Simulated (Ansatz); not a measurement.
## PbS, response to strain

Consider PbS in the rock salt structure (space group Fm-3m, No. 225; a = 5.974 Å).

Strains are applied to the cell and any free atomic positions relax.

The values are results of Ansatz (a program for electronic structure) r2SCAN, scalar-relativistic without spin-orbit coupling, not measurements.

Notes on the quantities. energy relative to the base: free energy F.

| isotropic strain (%) | energy relative to the base (meV/atom) |
|---|---|
| -3.44 | 57.6 |
| -2.09 | 20.4 |
| 0 | 0.0 |
| 0.76 | ? |
| 0.79 | 2.6 |
| 1.77 | 12.7 |

**Question.** Fit ΔE = Aε² + Bε³ (ε in %) to the rows shown and predict the withheld row.

**Answer.** Least squares on the printed values gives A = 4.33 and B = -0.16 meV/atom (largest residual 0.1 meV/atom); this predicts 2.4 meV/atom, and the run gives 2.4 meV/atom, in agreement.

Whether these cells are dynamically stable was not tested.
